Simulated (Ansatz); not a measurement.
The parent structure is W in the bcc (W type) structure (space group Im-3m, No. 229; relaxed with 0.1 eV smearing).

W has the cubic space group Im-3m (No. 229), the bcc (W type) structure, Pearson symbol cI2. Conventional cell: a = b = c = 3.184 Å, α = β = γ = 90.00°. W on 2a has 8 W at 2.757 Å and 6 W at 3.184 Å. (Neighbours: up to the widest gap in distance over summed covalent radii, below 1.35, at either atom.)
(The calculation used a cell of 1 atom; values per cell refer to that cell.)

Computed with DFT with PBE, PAW potentials and a 420 eV plane-wave cutoff in Ansatz (a program for electronic structure), without spin-orbit coupling.

Strains are applied to the cell and any free atomic positions relax.

One change was made to it. Results:

The energy goes up by 14 meV/atom; the pressure goes from zero to 9.7 GPa.

Q: Which of these changes matches the shifts?
A. isotropic strain +2.00 %
B. isotropic strain −2.50 %
C. isotropic strain −1.00 %

A: C, isotropic strain −1.00 %. For comparison, the energy relative to the base in the other runs: isotropic strain +2.00 % gives +52 meV/atom; isotropic strain −2.50 % gives +93 meV/atom.

Stability against distortions was not tested. The final runs are not spin-polarised.
